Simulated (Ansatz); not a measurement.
Take MgS in the rock salt structure (space group Fm-3m, No. 225; a = 5.182 Å) as the base.

The values are results of Ansatz (an electronic-structure program), PBEsol, PAW, cutoff 420 eV, spin-orbit coupling left out, not measurements.

Before the change:

The gap between the host's bands is 2.73 eV and the gap character comes out as indirect, Γ → X.

The change: hole doping at 1.0×10^21 cm⁻³ (0.0348 per cell), with a uniform compensating background at fixed cell and a 300 K Fermi–Dirac width.

**Question.** Predict the new gap between the host's bands and gap character.

**Answer.** The gap between the host's bands goes up by 0.036 eV, from 2.73 eV to 2.76 eV; the gap character is still indirect, Γ → X.

Charged cell with a jellium background: band edges are those of the host's band count, energies are not comparable with the neutral cell, and many-body gap narrowing is missing. Whether these cells are dynamically stable was not tested. The base started in P3_121 and relaxed to Fm-3m at this level.
